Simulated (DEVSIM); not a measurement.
Structure: Au/SiO2/p-Si capacitor, at 300 K.

```
layer (left to right)  material  thickness (nm)  Na (cm⁻³)
---------------------  --------  --------------  ---------
1                          SiO2            3.90          -
2                            Si            1200     2.4e17
```

Metal gate on the left, work function 5.1 eV. Fixed charge at the semiconductor interface 1.4e12 cm⁻² (in units of +e); no interface traps.

This is a model device: material constants are rounded textbook-type values typed into the input, and sizes, dopings and lifetimes were drawn at random. Values at 300 K.

| parameter | SiO2 | Si |
|---|---|---|
| gap (eV) | 9 | 1.124 |
| affinity (eV) | 0.9 | 4.05 |
| permittivity | 3.9 | 11.7 |
| Nc (cm⁻³) | - | 2.86e19 |
| Nv (cm⁻³) | - | 3.1e19 |

Model (solved in DEVSIM): 1D Poisson equation in equilibrium, Boltzmann statistics, complete ionisation; no quantum confinement or tunnelling. Metal contacts follow the ideal Schottky-Mott rule: no Fermi-level pinning, no interface dipoles.

Tabulate band edges, carrier densities and field at 0.5 V on the gate.

Energies count from the Fermi level of the right contact; mesh points crowd at the junctions.

```csv
x (μm),Ec (eV),Ev (eV),n (cm⁻³),p (cm⁻³),field (V/cm)
0.000,3.700,-5.300,< 1e2,< 1e2,-95000
0.0008579,3.692,-5.308,< 1e2,< 1e2,-95000
0.002015,3.681,-5.319,< 1e2,< 1e2,-95000
0.003100,3.671,-5.330,< 1e2,< 1e2,-95000
0.004261,0.520,-0.604,5.3e10,2.2e9,180000
0.005635,0.544,-0.580,2.0e10,5.7e9,180000
0.008439,0.593,-0.531,3.1e9,3.7e10,170000
0.01648,0.716,-0.408,2.7e7,4.3e12,140000
0.02887,0.858,-0.266,110000,1.1e15,92000
0.05244,0.981,-0.143,960,1.2e17,19000
0.1005,0.998,-0.126,490,2.4e17,77
0.2384,0.998,-0.126,480,2.4e17,≈ 0
0.4510,0.998,-0.126,480,2.4e17,≈ 0
0.7765,0.998,-0.126,480,2.4e17,≈ 0
1.027,0.998,-0.126,480,2.4e17,≈ 0
1.115,0.998,-0.126,480,2.4e17,≈ 0
1.157,0.998,-0.126,480,2.4e17,≈ 0
1.181,0.998,-0.126,480,2.4e17,≈ 0
1.195,0.998,-0.126,480,2.4e17,≈ 0
1.200,0.998,-0.126,480,2.4e17,≈ 0
1.202,0.998,-0.126,480,2.4e17,≈ 0
1.204,0.998,-0.126,480,2.4e17,≈ 0
```
